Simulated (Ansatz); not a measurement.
An Ansatz (a program for electronic structure) input (plane-wave PAW DFT at the PBE level (Ansatz, 420 eV), without spin-orbit coupling):

Ansatz 0.2 input:
```yaml
crystal:
  lattice:
    - [0, 1.8032801951, 1.8032801951]
    - [1.8032801951, 0, 1.8032801951]
    - [1.8032801951, 1.8032801951, 0]
  atoms:
    - { symbol: B, position: [0, 0, 0] }
    - { symbol: N, position: [0.25, 0.25, 0.25] }
basis: { ecutwfc: 420, ecutrho_ratio: 4, xc_grid: 2, fft_grid_basis: typed }
kpoints: { mp_grid: { grid: [16, 16, 16] } }
hamiltonian:
  xc: pbe
  dispersion: none
  pseudopotentials: { kind: paw }
scf: { occupations: { method: fermi_dirac, width: 0.05 }, convergence: { dr2_threshold: 0.0000000002 } }
relax: { f_tol: 0.005, max_steps: 50 }
output: { forces: true, stress: true }
checkpoint: { write: state.ck, write_every: 1000 }
```

Which symmetry and how many k-points will the program report, and about how many plane waves at Γ?

Space group F-43m (ITA 216) with 24 operations, k-points 145 of 4096, and 259 plane waves at Γ.

And the final pressure?

5.74 GPa (compression positive).

The cells carry an imposed strain or load. Stability against distortions was not tested. The cell was made from BN in the zinc blende structure (space group F-43m, No. 216) by this change: isotropic strain −0.50 %.
